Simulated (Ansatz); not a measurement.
**Short convergence ladders for Tc₃Pt (P6_3/mmc, 8 atoms in the cell)**

```
Tc3Pt
1.0
    5.49734     0.00000     0.00000
   -2.74867     4.76084     0.00000
    0.00000     0.00000     4.35916
Tc Pt
6 2
Cartesian
  0.00000   1.49966   1.08979
  2.74867   3.26117   3.26937
  4.19859   0.74983   3.26937
 -1.44992   4.01100   1.08979
  1.44992   4.01100   1.08979
  1.29875   0.74983   3.26937
  0.00000   3.17389   3.26937
  2.74867   1.58694   1.08979
```

Base method: LDA (PW92), default PAW files made with PBE (plane waves; Ansatz, a program for electronic structure).

Base settings: basis.ecutwfc = 500 eV; kpoints.mp_grid.grid = 5 5 6; hamiltonian.xc = lda; hamiltonian.pseudopotentials = {kind: paw} (the program's default PAW files); scf.occupations.method = gaussian; scf.occupations.width = 0.1 eV.

Core times come from one kind of shared machine, to one figure; runs under 30 s give none.

**Zone-centre phonons against the cutoff**

In this ladder: phonons.method = dfpt.

The mesh stays at the base's, so the ladder's end is converged at best in this setting alone.

Frequencies are those of the unrelaxed cell, without the LO-TO term of polar crystals.

Only quantities that move along the ladder and can be compared are tabulated.

| basis.ecutwfc | highest zone-centre frequency (cm⁻¹) | lowest optical frequency (cm⁻¹) | core time / last (rough) |
|---|---|---|---|
| 250 eV | 338.2 | 144.4 | 0.3 |
| 350 eV | 230.5 | 102.9 | 0.5 |
| 500 eV | 237.2 | 112.7 | 0.8 |
| 600 eV | 237.2 | 112.7 | 1 |

Coarsest basis.ecutwfc that holds the lowest optical frequency within 2 cm⁻¹ of the last step, with all finer ones: 500 eV; the step before is off by 9.8 cm⁻¹.

Coarsest basis.ecutwfc that holds the highest zone-centre frequency within 5 cm⁻¹ of the last step, with all finer ones: 500 eV; the step before is off by 6.6 cm⁻¹.

**Zone-centre phonons against the mesh**

In this ladder: phonons.method = dfpt.

Frequencies are those of the unrelaxed cell, without the LO-TO term of polar crystals.

Only quantities that move along the ladder and can be compared are tabulated.

```csv
kpoints.mp_grid.grid,highest zone-centre frequency (cm⁻¹),lowest optical frequency (cm⁻¹),core time / last (rough)
2 2 2,231.0,107.1,0.06
4 4 4,250.8,96.6,0.2
5 5 5,242.0,100.5,0.3
7 7 7,237.9,95.0,1
```

Coarsest kpoints.mp_grid.grid that holds the lowest optical frequency within 10 cm⁻¹: not settled: the last two steps still differ by 5.5 cm⁻¹, over half the tolerance, so the ladder does not show it.

Coarsest kpoints.mp_grid.grid that holds the highest zone-centre frequency within 10 cm⁻¹ of the last step, with all finer ones: 5 5 5, at about 0.3 of the last step's time; the step before is off by 13 cm⁻¹.

On the base run: the starting cell comes from a database of computed structures (which also holds hypothetical and non-ambient phases and stackings), without a prior relaxation at this level. Its lattice was rescaled by up to half a per cent. Spin polarisation is off. In the base run, with a pressure of about -8 GPa the cell is away from its equilibrium volume at this level.

Keys are those of Ansatz 0.2.
